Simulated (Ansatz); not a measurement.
Start from CdS in the zinc blende structure (space group F-43m, No. 216; a = 5.879 Å).

The values are results of Kohn–Sham DFT with the r2SCAN functional, run in Ansatz (a quantum-chemistry and plane-wave program) with PAW and 500 eV plane waves, scalar-relativistic without spin-orbit coupling, earlier PAW set, not measurements.

One change was made to it. Results:

```json
[
 {"quantity": "hole mass (degenerate bands, along [100])", "base": "0.16, 0.78, 0.78 mₑ (at Γ)", "after": "0.21, 0.48, 0.48 mₑ (at Γ)"},
 {"quantity": "lattice parameter a", "base": "5.879 Å", "after": "5.205 Å"}
]
```

Name the change that was made.
(A) pressure 50 GPa
(B) pressure −2 GPa
(C) pressure 15 GPa
(D) pressure 100 GPa

A, pressure 50 GPa. For comparison, the hole mass in the other runs: pressure −2 GPa gives 0.16, 0.83, 0.83 mₑ (at Γ); pressure 100 GPa gives 0.23, 0.39, 0.39 mₑ (at Γ); pressure 15 GPa gives 0.19, 0.62, 0.62 mₑ (at Γ).

The levels and masses belong to the bands next to the band gap. Load acts through the strain it causes; cell and atoms are relaxed under it. Masses are band curvatures over ±0.01 Å⁻¹ around the edge. No phonon test of stability was made. Tetrahedral semiconductors of this kind turn to denser phases somewhere between about 1 and 50 GPa; those were not computed, so compressed cells here can lie past the real transition.
